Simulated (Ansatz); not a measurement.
# Band gap of insulating or semiconducting compounds of the cubic perovskite structure type: LDA against PBE

Ansatz (plane waves, PAW); cells keep the symmetry of their structure type. Ansatz (a program for electronic structure) is a plane-wave DFT program; potentials: the later of its two PAW sets. No spin-orbit coupling. PBE gaps are read at band edges searched over the zone in cells relaxed at that level, LDA gaps at band edges searched over the zone in cells relaxed at that level. The two cells differ, so the slope holds a volume effect too.

Here x stands for PBE gap and y for LDA gap.

| solid | PBE gap (eV) | LDA gap (eV) |
|---|---|---|
| CsPbBr3 | 1.78 | 1.15 |
| CsPbCl3 | 2.21 | ? |
| BaZrO3 | 3.18 | 3.20 |
| BaHfO3 | 3.62 | 3.57 |
| KZnF3 | 3.71 | 3.79 |
| KMgF3 | 6.96 | 7.44 |

Fit y of the 5 rows that show it with a straight line. With u = x - 3.9, the rows have u = -2.1200, -0.7200, -0.2800, -0.1900, 3.0600. Means: u -0.050000, y 3.830. About the means, the sum of products is 17.262 and the sum of squares of u is 14.478; the slope is their ratio. Least squares gives y = 3.890 + 1.1923·u. Residuals (row less fit): -0.212, 0.168, 0.014, 0.127, -0.098; standard error 0.182 (degrees of freedom: 3). The slope is 1.19 with a standard error of 0.048.

Problem. Estimate the missing y (x = 2.21); what did the run itself give?

Solution. u = -1.6900, so y = 3.890 + 1.1923 × (-1.6900) = 1.875 eV. The calculation gives 1.52 eV, 0.355 eV below the prediction (5.6 % of the range of y in the table). The row lies between fitted rows. From the scatter of the fitted rows alone, a prediction at this place has a standard error of 0.214 eV, so the miss is 1.7 times that.

CsPbBr3 is here the ideal cubic form; the compound distorts at low or room temperature. CsPbCl3 is here the ideal cubic form; the compound distorts at low or room temperature. Spin-orbit coupling is left out, which can shift this property for CsPbBr3, CsPbCl3, BaHfO3. The rows are a random draw from the solids of this series computed here; series whose standard error about the line passes 12 to 30 % of the range of y, or with no trend, aren't shown in this form.
